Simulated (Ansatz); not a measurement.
The reference is PbS in the rock salt structure (space group Fm-3m, No. 225; a = 5.903 Å). Axes: x, y, z lie along the cube axes.

Computed with PBEsol (Ansatz, a program for electronic structure), without spin-orbit coupling, earlier PAW set.

For the base:

| Item | Result |
|---|---|
| Band gap | 0.20 eV |
| Pressure | 0.00 GPa |

Perturbation: uniaxial strain ε_xx = +0.72 %, all other strain components held at zero, atoms relaxed at fixed cell.

Estimate the effect on the band gap, energy relative to the base and pressure.

The band gap increases by 0.03 eV (0.20 eV → 0.23 eV); the energy rises by 0.6 meV/atom; the pressure (mean of the normal stresses, compression positive) goes from zero to -0.41 GPa.

With Pb present, leaving out spin-orbit coupling can change the band edges. Whether these cells are dynamically stable was not tested. A zero or small gap of PbS can be the functional's error rather than a property of the material.
